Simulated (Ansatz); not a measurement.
Base system: TaTlO$_{3}$ in the cubic perovskite structure (space group Pm-3m, No. 221; a = 4.034 Å; a cell from a computed database, its experimental status unchecked). Axes: x, y, z lie along the cube axes.

All numbers come from PBEsol (Ansatz, an electronic-structure program; PAW; 420 eV plane waves; no spin-orbit coupling).

It is then changed as follows: the cell is compressed by 5.53 % along y with no lateral relaxation; the atoms relax in the strained cell.

Problem. Predict the stress tensor and what it implies for the stiffness.

Solution. Stress of the strained cell less that of the base (GPa, compression positive):
```
   6.71    0.00    0.00
   0.00   30.37    0.00
   0.00    0.00    6.71
```

Then −Δσ_ii/ε with ε = -0.0553 gives secant stiffness values (nonlinear terms included at this strain): C22 ≈ 549 GPa, C12 ≈ 121 GPa and C23 ≈ 121 GPa.

As a check, the harmonic strain energy −½ V₀ Δσ:ε is 69 meV/atom; the computed energy rise is 62 meV/atom.

Stability against distortions was not tested. Many cubic perovskites are stable only at high temperature; tilts and polar distortions were not tested.
